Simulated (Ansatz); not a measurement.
# Bi, response to strain

The parent structure is Bi (space group R-3m, No. 166; a = 4.5203 Å, c = 12.0483 Å (hexagonal axes); layered; relaxed with 0.1 eV smearing). Axes: x lies along a and z along c of the hexagonal cell.

Strains are applied to the cell and any free atomic positions relax; under biaxial strain the out-of-plane vector relaxes too.

Level of theory: r2SCAN+rVV10 (Ansatz, a first-principles code), spin-orbit coupling left out, earlier PAW set.

Notes on the quantities. pressure: mean of the normal stresses, compression positive; energy relative to the base: free energy F.

| variant | pressure | energy relative to the base | volume per atom | space group |
|---|---|---|---|---|
| base | 0.0 GPa | 0 meV/atom | 35.53 Å³ | R-3m (No. 166) |
| biaxial strain +0.33 %, plane normal [001], relaxed out of plane | -0.2 GPa | +0.2 meV/atom | 35.61 Å³ | R-3m (No. 166) |
| isotropic strain +5.10 % | -3.9 GPa | +80 meV/atom | 41.25 Å³ | R-3m (No. 166) |
| uniaxial strain ε_xx = −3.93 % | 1.8 GPa | +14 meV/atom | 34.14 Å³ | C2/m (No. 12) |
| uniaxial strain ε_yy = −1.05 % | 0.5 GPa | +0.9 meV/atom | 35.16 Å³ | C2/m (No. 12) |
| uniaxial strain ε_yy = +0.83 % | -0.3 GPa | +0.6 meV/atom | 35.83 Å³ | C2/m (No. 12) |

Stability against distortions was not tested.
